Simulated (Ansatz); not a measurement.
Base system: SrO in the rock salt structure (space group Fm-3m, No. 225).

```
CELL_PARAMETERS angstrom
      0.00000     2.56110     2.56110
      2.56110     0.00000     2.56110
      2.56110     2.56110     0.00000
ATOMIC_POSITIONS crystal
  O  0.00000 0.00000 0.00000
  Sr 0.50000 0.50000 0.50000
```

Cartesian axes are those of the cell as printed.

All numbers come from PBEsol/PAW in Ansatz (a first-principles code), spin-orbit coupling left out.

Base values:

| Property | Value |
|---|---|
| Band gap | 3.20 eV |
| Electron mass | 1.2 mₑ along k, 0.39 mₑ across (at X) |
| Smallest direct gap | 3.26 eV |

It is then changed as follows: tensor shear ε_xy = −0.88 % (engineering shear γ = -0.0176), atoms relaxed at fixed cell.

**Question.** Predict the new stress, band gap, electron mass and smallest direct gap.

**Answer.** The stress (xx, yy, zz, yz, xz, xy; compression positive) amounts to (0.01, 0.01, -0.01, 0.00, 0.00, 0.96) GPa; the band gap shrinks by 0.021 eV (3.20 eV → 3.17 eV); the electron mass stays 1.2 mₑ along k, 0.39 mₑ across (at X); the smallest direct gap decreases by 0.02 eV, from 3.26 eV to 3.24 eV.

The cells carry an imposed strain or load. Effective masses come from finite differences of ±0.01 Å⁻¹. Along k means along the line from Γ to the band edge. Stability against distortions was not tested.
